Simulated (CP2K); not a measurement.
Band structure of Ba₂N (R-3m, 3 atoms in the cell).

```xyz
3
Lattice="8.1693 0.0000 0.0000 7.1306 3.9865 0.0000 7.1306 1.8579 3.5271" Properties=species:S:1:pos:R:3 pbc="T T T"
Ba    16.4176     4.2778     2.5816
Ba     6.0130     1.5667     0.9455
N      0.0000     0.0000     0.0000
```

Level of theory: LDA (Pade form), GPW, DZVP-MOLOPT-SR-GTH basis, GTH-PADE potentials (GTH_POTENTIALS) in CP2K.

Settings: CUTOFF = 500 Ry; REL_CUTOFF = 40 Ry; SMEAR/METHOD = FERMI_DIRAC; ELECTRONIC_TEMPERATURE = 580.23 K; KPOINTS/SCHEME = MONKHORST-PACK 8 8 8; GAMMA_CENTERED = T; XC_FUNCTIONAL = PADE; Ba/BASIS_SET = DZVP-MOLOPT-SR-GTH; Ba/POTENTIAL = GTH-PADE-q10; N/BASIS_SET = DZVP-MOLOPT-SR-GTH; N/POTENTIAL = GTH-PADE-q5; METHOD = GPW; EPS_DEFAULT = 1e-10; EXTRAPOLATION = USE_GUESS.

The starting cell comes from a database of computed structures (which also holds hypothetical and non-ambient phases and stackings), without a prior relaxation at this level. Its lattice was rescaled by a random factor within 2.5 % of one. Values carry the incompleteness of an atom-centred basis.

Levels in eV from the Fermi level, bands 9 to 14:
| point | 9 | 10 | 11 | 12 | 13 | 14 |
|---|---|---|---|---|---|---|
| Γ | -11.16 | -2.82 | -1.87 | -1.87 | -1.65 | 1.98 |
| L | -11.15 | -2.33 | -1.63 | -1.59 | 0.21 | 0.64 |
| Z | -11.14 | -2.94 | -1.86 | -1.86 | -0.75 | 0.16 |
| F | -11.16 | -2.44 | -1.64 | -1.57 | 0.32 | 0.40 |
| P1 | -11.15 | -2.40 | -1.64 | -1.58 | 0.33 | 0.42 |
| P | -11.15 | -2.40 | -1.64 | -1.58 | 0.33 | 0.42 |

Bands cross the Fermi level along this path, so the cell is metallic at this level.

Higher empty bands are left out: an atom-centred basis made for the valence describes them poorly.
